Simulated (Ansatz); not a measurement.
The starting structures come from a database of crystals and need not be the phases stable at ambient conditions.

 Where the default PAW files enter, the runs use the earlier of Ansatz's two default sets.

Tunnelling through a barrier is set by its complex band structure: the current falls as exp(−2κd) with the smallest κ.

Consider the following.

```xyz
10
Lattice="5.0743 0.0000 0.0000 -2.5371 4.3945 0.0000 2.5371 1.4648 5.6061" Properties=species:S:1:pos:R:3 pbc="T T T"
Ba     0.0000     0.0000     0.0000
Ti     0.0000     2.9296     2.8030
B      2.5371     4.3945     3.9146
B      2.5371     1.4648     1.6915
O      1.4877     3.4980     3.9663
O      3.5866     2.3613     1.6398
O      3.8382     3.9339     3.9663
O      1.2361     1.9254     1.6398
O      4.8226     1.3571     3.9663
O      0.2517     4.5022     1.6398
```

Space group of this cell: R-3. The cell is taken as given; by r2SCAN its mean pressure is -4.7 GPa.

Transport runs along the normal of the first two printed cell vectors, the (001) plane of the conventional cell.

The gap is the functional's own, uncorrected, and κ follows it; spin-orbit coupling is left out. Mid-gap values are interpolated between the computed energies.

Predict the band gap and the smallest decay constant κ at mid-gap from Ansatz (a program for electronic structure) with r2SCAN.

Gap 2.83 eV on a 8×8×8 mesh; κ = 0.518 1/Å, at the zone centre.
